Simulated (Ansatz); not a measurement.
System: interstitial Li in zinc-blende BAs (charge state +1). Computed with PBE, PAW (plane waves to 420 eV; Ansatz, a first-principles code).

Cell of 64 host sites held at the relaxed PBE lattice; one k-point at (0.250, 0.250, 0.250); Fermi-Dirac width 0.01 eV, spin-restricted; finite-size errors left in. Energies are static. The charge state is imposed; whether it is stable for some Fermi level was not computed. Sites that were not tried may lie lower.

Barriers: single points on a 2×2×2 k-point mesh shifted by half a step at the bands' geometries.

Relaxed starting cell (atoms counted from 1):

```xyz
65
Lattice="9.6190 0.0000 0.0000 0.0000 9.6190 0.0000 0.0000 0.0000 9.6190" Properties=species:S:1:pos:R:3 pbc="T T T"
B     -0.0023    -0.0005     0.0025
B     -0.0062    -0.0043     4.8105
B     -0.0036     4.8105     0.0044
B     -0.0143     4.8204     4.7999
B      4.8081    -0.0016     0.0043
B      4.8181    -0.0121     4.8000
B      4.8215     4.8236     0.0155
B      4.8313     4.8335     4.7875
As     1.1830     1.1852     3.5900
As     1.1964     1.1984     8.4184
As     1.1965     6.0131     3.6037
As     1.1867     6.0235     8.4282
As     6.0112     1.1984     3.6034
As     6.0211     1.1887     8.4283
As     6.0212     6.0236     3.5933
As     6.0139     6.0163     8.4211
B     -0.0062     2.4059     2.4005
B     -0.0143     2.3949     7.2257
B     -0.0021     7.2163     2.4049
B     -0.0035     7.2187     7.2152
B      4.8184     2.3952     2.3930
B      4.8312     2.3832     7.2384
B      4.8084     7.2188     2.4033
B      4.8215     7.2294     7.2285
As     1.1919     3.6051     1.2012
As     1.1450     3.6040     6.0089
As     1.1972     8.4144     1.2006
As     1.1919     8.4154     6.0097
As     6.0166     3.6061     1.2030
As     6.0673     3.6092     6.0140
As     6.0107     8.4163     1.2020
As     6.0166     8.4168     6.0110
B      2.4038    -0.0041     2.4007
B      2.3927    -0.0122     7.2255
B      2.3929     4.8206     2.3929
B      2.3808     4.8332     7.2383
B      7.2143    -0.0003     2.4047
B      7.2163    -0.0015     7.2151
B      7.2164     4.8105     2.4034
B      7.2273     4.8239     7.2287
As     3.6030     1.1939     1.2013
As     3.6017     1.1470     6.0091
As     3.6040     6.0188     1.2030
As     3.6068     6.0692     6.0140
As     8.4124     1.1992     1.2005
As     8.4135     1.1939     6.0098
As     8.4142     6.0128     1.2022
As     8.4149     6.0189     6.0111
B      2.3929     2.3947     0.0138
B      2.3733     2.3756     4.7808
B      2.4053     7.2177     0.0039
B      2.3929     7.2277     4.7997
B      7.2156     2.4072     0.0040
B      7.2257     2.3949     4.7999
B      7.2162     7.2182     0.0042
B      7.2157     7.2178     4.8124
As     3.6015     3.6041     3.5520
As     3.6068     3.6092     8.4743
As     3.6028     8.4154     3.5988
As     3.6039     8.4167     8.4237
As     8.4134     3.6049     3.5987
As     8.4147     3.6061     8.4238
As     8.4123     8.4143     3.6042
As     8.4140     8.4162     8.4175
Li     3.6108     3.6127     6.0166
```
Cell charge +1.

End state 1 differs by these moves (Å; atoms that move under 0.08 Å are left out):

```tsv
atom	element	Δx	Δy	Δz
10	As	-0.06	-0.06	0.06
26	As	-0.01	0.06	-0.06
42	As	0.06	-0.01	-0.06
58	As	0.07	0.07	0.01
65	Li	-1.21	-1.21	1.20
```

Task: Predict the forward and backward barriers to end state 1 from PBE, PAW.

Result: forward 1.32 eV, backward 0.47 eV; at the saddle point atom 65 has neighbours 3 As at 2.14; 2 B at 2.09, B at 2.10 Å. The saddle point's order was not checked, and it lies on a symmetry element of the cell, where a band can be held.
